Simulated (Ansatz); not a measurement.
**How the volume per atom of MoSi (model structure, started from the NiAs type, P6₃/mmc, No. 194, 4 atoms in the cell) moves with the method**

No measured value is used here.

| level (code) | value (Å³/atom) |
|---|---|
| PBE (Ansatz) | 14.92 |
| PBEsol (Ansatz) | [?] |
| PBE-D3(BJ) (Ansatz) | 14.45 |

**Question.** Some entries are withheld; supply them.

**Answer.** 
- PBEsol (Ansatz, a quantum-chemistry and plane-wave program), value (Å³/atom): 14.53

Ansatz's density-functional and Hartree–Fock values are scalar-relativistic unless marked +SOC, with PAW data made under PBE.

A model structure was made by putting elements into a prototype or built by hand; it is no filed structure, need not be a known phase, and can be a saddle point held by its symmetry.
